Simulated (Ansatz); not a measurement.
# fcc Cu (1 1 1) on zinc-blende InAs (1 1 1) (film strained to the substrate, started from cuts of the bulks and a machine-learned relaxation; slabs As4In4 and Cu15, which can lie off the formulas)

A periodic stack without vacuum, fcc Cu (1 1 1) on zinc-blende InAs (1 1 1) (film strained to the substrate, started from cuts of the bulks and a machine-learned relaxation; slabs As4In4 and Cu15, which can lie off the formulas): substrate slab As4In4, film Cu15, surface cells [[-1, 1], [-1, 0]] and [[1, -2], [2, -1]], film strained by -1.6 and -1.6 %, outermost planes As/In and Cu/Cu as cut, which need not be the usual terminations and can put a slab off its formula.

The start was prepared with a machine-learned potential, and the result is one local minimum, with the in-plane cell held and forces under 0.04 eV/Å; the film can end far from its bulk form.

All values below come from PBE (plane waves to 420 eV, PAW; Ansatz, an electronic-structure program). Scalar-relativistic, without spin–orbit coupling; the runs are not spin-polarised; PBE gaps are too small against experiment. Its k-point mesh 8×8×1, Fermi–Dirac width 0.05 eV.

- interface area: 16.6 Å²
- period: 25.89 Å
- heights between the nearest atoms of the two slabs at the two interfaces: 2.17 and 1.29 Å
- As–Cu contacts across the interfaces within 1.22 times the sum of covalent radii: 4, mean 2.43 Å
- Cu–In contacts across the interfaces within 1.22 times the sum of covalent radii: 3, mean 2.64 Å

```
Cu15In4As4
1.0
    4.37218    -0.00041    -0.13304
    2.18507     3.78750    -0.10953
   -2.62224    -1.55295    25.99961
As In Cu
4 4 15
Direct
  0.86473   0.30960   0.03234
  0.24719   0.72456   0.17058
  0.65641   0.12596   0.30887
  0.06512   0.52432   0.44753
  0.89522   0.37440   0.13613
  0.30409   0.77565   0.27405
  0.71288   0.17392   0.41212
  0.10232   0.58376   0.55038
  0.47279   0.29058   0.63530
  0.79490   0.62886   0.63402
  0.13345   0.96818   0.63477
  0.17932   0.66840   0.71711
  0.51327   0.00001   0.71622
  0.84665   0.33446   0.71629
  0.89148   0.04013   0.79828
  0.22629   0.37202   0.79806
  0.55920   0.70535   0.79805
  0.60074   0.41621   0.88053
  0.94221   0.74394   0.87950
  0.27193   0.07354   0.87961
  0.33415   0.78857   0.98256
  0.64239   0.10415   0.95851
  0.99362   0.45545   0.95845
```
